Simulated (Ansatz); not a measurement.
Take ZrO2 (space group P4_2/nmc, No. 137; a = 3.584 Å, c = 5.177 Å) as the base. Axes: x, y, z lie along a, b, c of the conventional cell.

Levels (all Ansatz, an electronic-structure program, PAW): PBEsol (420 eV, no spin-orbit coupling); HSE06 (420 eV, spin-orbit coupling left out).

Its gap is 4.00 eV with PBEsol and 5.73 eV with HSE06.

The change: biaxial strain −2.33 %, plane normal [001], relaxed out of plane (Cartesian); in-plane vectors clamped, the third vector and the atoms free.

With PBEsol the gap becomes 4.14 eV.

If the HSE06 correction stayed the same, what would the HSE06 gap be, and what does the HSE06 run give?

A rigid correction of +1.73 eV gives 5.87 eV. The HSE06 run gives 5.87 eV, so the two effects roughly add.

Single points use the geometry relaxed with PBEsol. HSE06 gaps are upper bounds (no full band path). Stability against distortions was not tested. This is not the structure that ZrO2 has at room temperature and ambient pressure.
